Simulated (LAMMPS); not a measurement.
Consider Cu (fcc), 256 atoms, at 300 K and 0 GPa, heated as the crystal in molecular dynamics.

All values are model results, not measurements: classical MD, pair style bop, file AlCu.bop.table (LAMMPS).

Give probability per degree against angle (°) as the simulation yields it.

State found: crystal; no diffusion seen in 15 ps.
```
angle (°)  probability per degree, Cu-Cu-Cu
---------  --------------------------------
49.50                                0.0000
52.50                                0.0010
55.50                                0.0140
58.50                                0.0467
61.50                                0.0441
64.50                                0.0138
67.50                                0.0015
70.50                                0.0001
73.50                                0.0000
76.50                                0.0000
79.50                                0.0002
82.50                                0.0022
85.50                                0.0095
88.50                                0.0189
91.50                                0.0184
94.50                                0.0088
97.50                                0.0022
100.5                                0.0003
103.5                                0.0000
106.5                                0.0000
109.5                                0.0007
112.5                                0.0052
115.5                                0.0197
118.5                                0.0369
121.5                                0.0354
124.5                                0.0179
127.5                                0.0047
130.5                                0.0007
133.5                                0.0001
136.5                                0.0000
139.5                                0.0000
142.5                                0.0000
145.5                                0.0000
148.5                                0.0000
151.5                                0.0000
154.5                                0.0000
157.5                                0.0000
160.5                                0.0000
163.5                                0.0000
166.5                                0.0003
169.5                                0.0020
172.5                                0.0074
175.5                                0.0132
178.5                                0.0075
```
